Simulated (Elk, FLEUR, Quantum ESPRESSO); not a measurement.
# One structure in several programs: GdZnSi (P-6m2, 3 atoms in the cell)

Self-consistent single point.

```yaml
crystal:
  lattice:
    - [4.10861, 0.00000, 0.00000]
    - [-2.05430, 3.55816, 0.00000]
    - [0.00000, 0.00000, 4.11278]
  atoms:
    - { symbol: Gd, position: [0.66667, 0.33333, 0.00000], spin: 7.0 }
    - { symbol: Zn, position: [0.33333, 0.66667, 0.50000] }
    - { symbol: Si, position: [0.00000, 0.00000, 0.50000] }
```
(The spins are starting values, not results.)

All programs got the same cell, k-point mesh and kind of occupations, and the same starting moments (in Elk's words: spinpol = true; swidth = 0.00999582 Ha); potentials, basis and cutoffs are each program's usual ones.

```tsv
code	model	size of the net moment (μB/atom)	k-points	cutoff
Elk	PBEsol, all-electron FP-LAPW, Elk's shipped species files, APW+lo basis with extra local orbitals	2.39	95	rgkmax 7.5
Quantum ESPRESSO	PBEsol, SSSP 1.1.2 efficiency (PBE) pseudopotentials	2.40	60	50 Ry
FLEUR	PBEsol, all-electron FLAPW (FLEUR), scalar-relativistic valence	2.39	60	Kmax 4 1/bohr
```

The spread over the programs that give each value: size of the net moment within 0.01 μB/atom.

The starting cell comes from a database of computed structures (which also holds hypothetical and non-ambient phases and stackings), without a prior relaxation at this level. On Elk's run: Spin-orbit coupling is off. With one magnetic atom in the cell only a parallel order is possible. With U or open f shells several self-consistent states can exist. The f electrons are in the valence without U or exact exchange, which can misplace them near the Fermi level. Spin-orbit terms, which matter for f shells, are left out. Values depend on the basis (sphere radii, cutoffs, local orbitals), which need not be converged.

Why do the programs differ, and what cannot be compared?

Differences of this kind can come from the potentials, where these differ, and from what each basis and cutoff leave unconverged. The valence holds different numbers of electrons (Quantum ESPRESSO 42, FLEUR 34). The zero of total energies and Fermi levels follows the potentials and each program's conventions, so they are not compared here. Elk and FLEUR treat all electrons, but the usual bases taken here (sphere radii, linearisation, local orbitals, empty states) were not tested for convergence, so the values are no reference for the others. Site moments depend on each program's spheres or projections; the total moment of the cell does not. The programs reduce the same mesh by symmetry to different extents, which changes the work and not the result.

Left out of this page: Ansatz (with a known weakness of the program).
